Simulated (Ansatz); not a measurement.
F on the 1x1 (111) surface of fcc Cu, one in a 2x1 cell, energies for each (11.4 Å²). Energies are against ½ F2(g), without zero-point or thermal terms; each row is named by its start.

Method: PBE (plane waves to 420 eV, PAW; Ansatz, a first-principles code).

Problem. Which site binds most strongly?
(A) hollow Cu-Cu-Cu over Cu at depth 2.1 Å
(B) hollow Cu-Cu-Cu over Cu at depth 4.1 Å

Solution. B, hollow Cu-Cu-Cu over Cu at depth 4.1 Å. Adsorption energies: hollow Cu-Cu-Cu over Cu at depth 4.1 Å -2.52 eV; hollow Cu-Cu-Cu over Cu at depth 2.1 Å -2.48 eV.
